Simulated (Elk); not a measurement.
Band structure of NbPd₂ (Immm, 3 atoms in the cell).

```yaml
crystal:
  lattice:
    - [-1.42839, 1.98728, 4.25254]
    - [1.42839, -1.98728, 4.25254]
    - [1.42839, 1.98728, -4.25254]
  atoms:
    - { symbol: Nb, position: [0.00000, 0.00000, 0.00000] }
    - { symbol: Pd, position: [0.66658, 0.66658, 0.00000] }
    - { symbol: Pd, position: [0.33342, 0.33342, 0.00000] }
```

Method: PBEsol, all-electron FP-LAPW, Elk's shipped species files, APW+lo basis with extra local orbitals (Elk).

Settings: xctype = 22; rgkmax = 7.5; stype = 0; swidth = 0.00183747 Ha; ngridk = 9 9 9; gmaxvr = 16 1/bohr; nxlo = 2; lorbcnd = true; rmtscf = 0.97; lmaxi = 2; maxscl = 100.

The starting cell comes from a database of computed structures (which also holds hypothetical and non-ambient phases and stackings), without a prior relaxation at this level. Its lattice was rescaled by a random factor within 2.5 % of one. Spin polarisation is off. Values depend on the basis (sphere radii, cutoffs, local orbitals), which need not be converged.

Levels in eV from the Fermi level, bands 22 to 29:
| point | 22 | 23 | 24 | 25 | 26 | 27 | 28 | 29 |
|---|---|---|---|---|---|---|---|---|
| Γ | -1.95 | -1.85 | -1.27 | -0.81 | -0.21 | 2.19 | 2.99 | 4.95 |
| X | -1.47 | 0.21 | 0.22 | 0.86 | 1.49 | 1.83 | 2.03 | 2.47 |
| L | -1.48 | -0.86 | -0.85 | 0.92 | 1.46 | 1.67 | 3.74 | 5.22 |
| T | -1.67 | -0.88 | -0.26 | 0.69 | 1.30 | 1.46 | 3.57 | 6.13 |
| W | -1.48 | -1.10 | -0.50 | -0.16 | 1.46 | 3.50 | 3.61 | 4.09 |
| R | -1.49 | 0.16 | 0.79 | 1.05 | 1.72 | 1.75 | 2.58 | 2.93 |
| X1 | -1.47 | 0.21 | 0.22 | 0.86 | 1.49 | 1.83 | 2.03 | 2.47 |
| Z | -1.72 | -1.65 | -0.99 | -0.96 | 1.96 | 2.32 | 2.79 | 3.10 |
| Y | -1.47 | -1.45 | -1.35 | -1.19 | -0.55 | 1.27 | 1.97 | 2.59 |
| S | -1.77 | -1.15 | -1.14 | -1.05 | 0.75 | 1.28 | 2.11 | 2.65 |

Bands cross the Fermi level along this path, so the cell is metallic at this level.
